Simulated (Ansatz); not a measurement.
**A computed series for InP: pressure series**

Consider InP in the zinc blende structure (space group F-43m, No. 216; a = 5.907 Å).

Cell and atoms are relaxed at each pressure.

Calculations: Ansatz (a program for electronic structure) r2SCAN, no spin-orbit coupling.

### Question
Only one of these has a direct gap. Which?
(A) pressure 100 GPa
(B) pressure 50 GPa
(C) pressure 3 GPa
(D) pressure 15 GPa

### Answer
C, pressure 3 GPa. Computed: pressure 50 GPa: indirect, Γ → X; pressure 100 GPa: indirect, Γ → X; pressure 15 GPa: indirect, Γ → X; pressure 3 GPa: direct at Γ

Load acts through the strain it causes; cell and atoms are relaxed under it. No phonon test of stability was made. Measured, InP leaves this structure (for rock salt) near 9.8 GPa (temperature not stated; as listed in Datta, Sujoy, Jana, Debnarayan, arXiv (2020)).
